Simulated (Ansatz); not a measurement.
Here is the system:

```
PbSe
1.0
    4.42234     0.00000     0.00000
    0.00000     4.42234     0.00000
    2.21117    -2.21117     3.03818
Pb Se
1 1
Direct
  0.00000   0.00000   0.00000
  0.50000   0.50000   0.00000
```

No spin polarisation.

Method: PBEsol (Ansatz, a quantum-chemistry and plane-wave program, PAW, without spin-orbit coupling). Settings: 9×9×9 k-points, 0.05 eV Fermi–Dirac smearing.

Problem. What is the computed band gap?

Solution. 0.29 eV.

Problem. What is the computed gap character?

Solution. Direct at N.

Problem. Predict the mean in-plane stress (compression positive).

Solution. -3.1 GPa.

Problem. What is the computed space group?

Solution. I4/mmm (No. 139).

With Pb present, leaving out spin-orbit coupling can change the band edges. The cells carry an imposed strain or load. Stability against distortions was not tested. The cell was made from PbSe in the rock salt structure (space group Fm-3m, No. 225) by this change: biaxial strain +2.50 %, plane normal [001], relaxed out of plane. A zero or small gap of PbSe can be the functional's error rather than a property of the material.
